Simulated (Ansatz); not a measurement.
Rock-salt LaS, treated with PBE0 in Ansatz (plane waves, PAW).

Input:

Ansatz 0.2 input:
```yaml
crystal:
  lattice:
    - [0.0, 2.9081079234, 2.9081079234]
    - [2.9081079234, 0.0, 2.9081079234]
    - [2.9081079234, 2.9081079234, 0.0]
  atoms:
    - { symbol: La, position: [0.0, 0.0, 0.0] }
    - { symbol: S, position: [0.5, 0.5, 0.5] }
basis:
  ecutwfc: 460
  ecutrho_ratio: 4
  xc_grid: 2
kpoints:
  mp_grid: { grid: [8, 8, 8] }
hamiltonian:
  xc: pbe0
  dispersion: none
  pseudopotentials: { kind: paw }
scf:
  occupations: { method: fermi_dirac, width: 0.05 }
  convergence: { dr2_threshold: 0.0000000002 }
output:
  forces: true
  stress: true
  eigenvalues: true
```

**Question.** How many irreducible k-points, plane waves at Γ does the program set up, and what pressure does the run end with?

**Answer.** 29 irreducible k-points, 1067 plane waves at Γ; P = 2.00 GPa, so the cell is compressed on average and its volume would grow at this level.

From the output:

```
WARN output.stress: scf.exx.energy_threshold = 1e-6 eV is looser than the 2e-8 eV advised for a stress under a hybrid functional (1e-8 eV for each atom of the …
Crystal: 2 atoms, lattice volume = 49.188 Å³
Basis set: ecut = 460 eV, 1067 PW (Γ), exchange–correlation on 60×60×60 points (8 copies of the dense FFT grid, shifted against one another)
Bands: 13, of which v1, the nominal top of the filled ones, is band 9 counted from 1 (8 counted from 0)
Symmetry: 48 space group operations
Space group: Fm-3m (ITA 225), of the structure as read, at distance tolerance 3.7e-5 Å
k-points: 29 of 512
Functional: x = pbe(κ = 0.804, μ = 0.2195149727645171), c = pbe(β = 0.06672455060314922), warm-up for x = 0.75 pbe(κ = 0.804, μ = 0.2195149727645171) + 0.25 exact, c = pbe(β = 0.06672455060314922)
SCF iter   1: F=—  HF=-7156.485057 eV  |F-HF|=—  |Δ(HF+E_count)|=         —  Δρ=1.27e-3  dr2=5.94e-4
SCF iter   2: F=—  HF=-7156.486358 eV  |F-HF|=—  |Δ(HF+E_count)|=   1.30e-3  Δρ=6.52e-4  dr2=1.42e-4
  ...
SCF 1 converged in 9 iterations: F = -7156.486444 eV  dr2 = 2.85e-12
Crystal: 2 atoms, lattice volume = 49.188 Å³
Initial density: handed on by an earlier stage of this run
Functional: x = 0.75 pbe(κ = 0.804, μ = 0.2195149727645171) + 0.25 exact, c = pbe(β = 0.06672455060314922)
SCF 2 converged in 7 iterations: F = -7160.728543 eV  dr2 = 6.50e-11
Crystal: 2 atoms, lattice volume = 49.188 Å³
Crystal: 2 atoms, lattice volume = 49.188 Å³
SCF iter   7: F=—  HF=-7160.748216 eV  |F-HF|=—  |Δ(HF+E_count)|=   1.07e-8  Δρ=4.86e-7  dr2=2.57e-10
SCF iter   8: F=-7160.748216 eV  HF=-7160.748216 eV  |F-HF|=1.82e-12  |Δ(HF+E_count)|=  6.37e-11  Δρ=6.22e-8  dr2=2.43e-12
SCF 4 converged in 8 iterations: F = -7160.748216 eV  dr2 = 2.43e-12
Free energy (F): -7160.748217 eV
Internal energy: -7160.744037 eV  (E = F + TS)
E sigma→0 (E₀):  -7160.746127 eV
Fermi energy:    12.322016 eV
--- Forces (eV/Å), atoms counted from 1 ---
  atom   1  La    -0.00000000     0.00000000     0.00000000
  atom   2  S      0.00000000     0.00000000    -0.00000000
--- Stress (GPa, compression-positive) ---
        2.000105       0.000000       0.000000
        0.000000       2.000105      -0.000000
       -0.000000       0.000000       2.000105
  P = ⅓ Tr σ = 2.0001 GPa (20.001 kbar)
```

The cell is one volume of an energy–volume scan, off the minimum.

The PAW data were made under PBE.

Ansatz is a program for electronic structure.
